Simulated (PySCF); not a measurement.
PySCF 2.14.0, TPSSH/def2-svp, df: Zn(NH2)(SH) ([NH2][Zn][SH]), 6 atoms. The geometry is a generated start, not checked to be a minimum at this level.

```json
{
 "task": "energy",
 "method": "tpssh",
 "basis": "def2-svp",
 "two_electron_scheme": "density fitting",
 "mol.max_memory": "3000 MB",
 "mf.max_cycle": "100",
 "mf.conv_tol": "1e-09 (default)",
 "mf.grids.level": "3 (default)",
 "basis_functions": "78",
 "grid_points": "82848"
}
```

```xyz
6

Zn    -0.2263    -0.2007     0.2435
N     -0.0190     1.2457    -0.8837
H     -0.7681     1.9258    -0.9104
H      0.1957     1.0317    -1.8493
S      0.3758    -1.4232     2.0209
H      0.4418    -2.5792     1.3791
```

Charge 0 and multiplicity 1 are set for this test and not shown to be the ground state.

With the defaults (mf.DIIS = CDIIS, mf.diis = true, mf.level_shift = 0, mf.init_guess = minao, mf.diis_space = 8, mf.damp = 0, mf.diis_start_cycle = 1, mf.diis_damp = 0) it converges in 12 Fock builds. One run each on 2 threads, 1 BLAS thread, with these changes:
- mf.diis_damp = 0.3
- mf.diis = false, mf.damp = 0.7, mf.diis_start_cycle = 999
- mf.init_guess = atom
- mf.diis_space = 3
- mf.diis = false
- mf.DIIS = EDIIS
- mf.diis_space = 5
- mf.init_guess = mod_huckel
- mf.level_shift = 1 Hartree

Name the settings that don't reach the solution of the defaults.

No convergence: mf.DIIS = EDIIS; mf.diis = false (the run ends without SCF convergence in 100 cycles). The rest reach the solution of the defaults.

```csv
setting,Fock builds,end
the defaults,12,same solution
mf.diis_damp = 0.3,12,same solution
mf.init_guess = mod_huckel,13,same solution
mf.init_guess = atom,13,same solution
mf.diis_space = 5,14,same solution
mf.diis_space = 3,21,same solution
"mf.diis = false, mf.damp = 0.7, mf.diis_start_cycle = 999",25,same solution
mf.level_shift = 1 Hartree,43,same solution
mf.DIIS = EDIIS,101,no convergence
mf.diis = false,101,no convergence
```
